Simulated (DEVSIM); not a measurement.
# Schottky contact on n-type β-Ga2O3

Structure: Schottky contact on n-type β-Ga2O3, at 300 K.

| layer (left to right) | material | thickness (μm) | Nd (cm⁻³) | τn (s) | τp (s) |
|---|---|---|---|---|---|
| 1 | β-Ga2O3 | 0.380 | 9.9e15 | 4.2e-10 | 4.2e-10 |

Left contact: Schottky, work function 5.07 eV, emission velocity 3.5e6 cm/s. Right contact: ohmic. Voltage is applied to the left contact. Recombination: SRH at mid-gap, radiative. Mobility is μmin + (μ − μmin)/(1 + (N/Nref)^α).

This is a model device: material constants are rounded textbook-type values typed into the input, and sizes, dopings and lifetimes were drawn at random. Values at 300 K.

| parameter | β-Ga2O3 |
|---|---|
| gap (eV) | 4.8 |
| affinity (eV) | 4 |
| permittivity | 10 |
| Nc (cm⁻³) | 3.7e18 |
| Nv (cm⁻³) | 5e20 |
| μn (cm²/Vs) | 160 |
| μp (cm²/Vs) | 1 |
| μn,min | 20 |
| μp,min | 0.1 |
| Nref,n | 1e18 |
| Nref,p | 1e18 |
| αn | 0.8 |
| αp | 0.8 |
| B (cm³/s) | 1e-12 |

DEVSIM, 1D drift-diffusion, Boltzmann statistics, complete ionisation; no tunnelling, impact ionisation, image-force lowering or self-heating. Metal contacts follow the ideal Schottky-Mott rule: no Fermi-level pinning, no interface dipoles.

```yaml
potential_step_across_the_device_at_zero_bias: 0.917 V
largest_field_in_the_device_at_zero_bias: 56000 V/cm
Dark forward voltage at 1 A/cm²: 0.712 V
Dark forward voltage at 100 A/cm²: 0.856 V
```

Small-signal capacitance in reverse bias (quasi-static):

```tsv
V (V)	C (nF/cm²)
-0.4	24.5
-1	23.4
-2	23.3
-3	23.3
-4	23.3
-6	23.3
-8	23.3
-10	23.3
-13	23.3
-16	23.3
-20	23.3
```

Dark reverse current:

```
V (V)   J (A/cm²)
------  ---------
-0.40    -1.7e-12
-1.00    -1.7e-12
-2.00    -1.8e-12
-3.00    -1.9e-12
-4.00    -1.9e-12
-6.00    -2.0e-12
-8.00    -2.0e-12
-10.00   -2.1e-12
-13.00   -2.1e-12
-16.00   -2.1e-12
-20.00   -2.1e-12
```
